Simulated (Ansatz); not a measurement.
The starting structures come from a database of crystals and need not be the phases stable at ambient conditions.

Inside the gap of an insulator the Bloch states are evanescent, with a wavenumber k + iκ along the transport direction.

Consider the following.

```
CELL_PARAMETERS angstrom
      6.08003     0.00000     0.00000
      3.04001    10.09052     0.00000
      3.04001    -0.91588     2.89877
ATOMIC_POSITIONS crystal
  Ba 0.16451 0.83549 0.33549
  Ba 0.33549 0.16451 0.66451
  Zn 0.00000 0.50000 0.50000
  Zn 0.50000 0.50000 0.50000
  As 0.65661 0.34339 0.84339
  As 0.84339 0.65661 0.15661
  F  0.50000 0.00000 0.00000
  F  0.00000 0.00000 0.00000
```

The cell is taken as given; by r2SCAN it stands under a pressure of -2.4 GPa.

Transport runs along the normal of the first two printed cell vectors, the (111) plane of the conventional cell.

The gap is the functional's own. No spin-orbit coupling. Mid-gap values are those at the computed energy nearest the middle.

Question: State the band gap and the smallest decay constant κ at mid-gap according to r2SCAN run with Ansatz (a quantum-chemistry and plane-wave program).

Answer: Gap 0.56 eV on a 10×10×10 mesh; κ = 0.106 1/Å, at the zone centre.
